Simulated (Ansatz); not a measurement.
An Ansatz (a first-principles code) input (PBE (Ansatz, PAW, spin-orbit coupling left out)):

Ansatz 0.2 input:
```yaml
crystal:
  lattice:
    - [2.5949111847, 1.498172671, 4.6718525825]
    - [-2.5949111847, 1.498172671, 4.6718525825]
    - [0, -2.9963453421, 4.6718525825]
  atoms:
    - { symbol: Li, position: [0.7026308435, 0.7026308435, 0.7026308435] }
    - { symbol: Li, position: [0.2026308435, 0.2026308435, 0.2026308435] }
    - { symbol: Nb, position: [0.9838533961, 0.9838533961, 0.9838533961] }
    - { symbol: Nb, position: [0.4838533961, 0.4838533961, 0.4838533961] }
    - { symbol: O, position: [0.6262762672, 0.8737342023, 0.263215291] }
    - { symbol: O, position: [0.8737342023, 0.263215291, 0.6262762672] }
    - { symbol: O, position: [0.263215291, 0.6262762672, 0.8737342023] }
    - { symbol: O, position: [0.763215291, 0.3737342023, 0.1262762672] }
    - { symbol: O, position: [0.3737342023, 0.1262762672, 0.763215291] }
    - { symbol: O, position: [0.1262762672, 0.763215291, 0.3737342023] }
basis: { ecutwfc: 420, ecutrho_ratio: 4, xc_grid: 2, fft_grid_basis: typed }
kpoints: { mp_grid: { grid: [8, 8, 8] } }
hamiltonian:
  xc: pbe
  dispersion: none
  pseudopotentials: { kind: paw }
scf: { occupations: { method: fermi_dirac, width: 0.05 }, convergence: { dr2_threshold: 0.000000001 } }
output: { forces: true, stress: true }
checkpoint: { write: state.ck, write_every: 1000 }
```

Question: Which symmetry and how many k-points will the program report, and about how many plane waves at Γ?

Answer: Space group R3c (ITA 161) with 6 operations, k-points 65 of 512, and 2139 plane waves at Γ.

No phonon test of stability was made. The cell is LiNbO₃ (space group R3c, No. 161).
